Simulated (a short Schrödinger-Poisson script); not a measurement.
From a short Schrödinger-Poisson script (our own, NumPy): one-band effective-mass equation with BenDaniel-Duke matching, electrons, heavy and light holes apart, hard walls at the outer ends, one valence edge for both holes (no strain splitting), no charge, excitons, band mixing or non-parabolicity; under a field the levels are quasi-bound states of a box, listed while three quarters of their weight lies within 4 nm of the wells.

Structure: single In0.53Ga0.47As/InP quantum well.

From the first side: 20 nm InP; 10 nm In0.53Ga0.47As; 20 nm InP.

Constants are typed, rounded textbook-type inputs, not results; the design itself was drawn at random and stands for no fabricated device. In0.53Ga0.47As: direct gap (eV) 0.74, conduction-band edge (eV) 0, electron mass (mₑ) 0.041, heavy-hole mass 0.38, light-hole mass 0.052. InP: direct gap (eV) 1.344, conduction-band edge (eV) 0.25, electron mass (mₑ) 0.08, heavy-hole mass 0.53, light-hole mass 0.12.

The valence-band edge of each layer lies one gap below its conduction-band edge. The electron's potential energy rises along the stack by the applied field. Mesh 0.03 nm at interfaces.

Q: Give the e1-hh1 transition at zero applied field (eV); the squared e1-hh1 overlap at zero applied field; the e1 above the well's band edge (meV).

A: e1-hh1 transition at zero applied field (eV): 0.787; squared e1-hh1 overlap at zero applied field: 0.94; e1 above the well's band edge (meV): 39.3. Excitons are left out, and strain enters only through the typed gaps and offsets, so measured lines lie elsewhere.
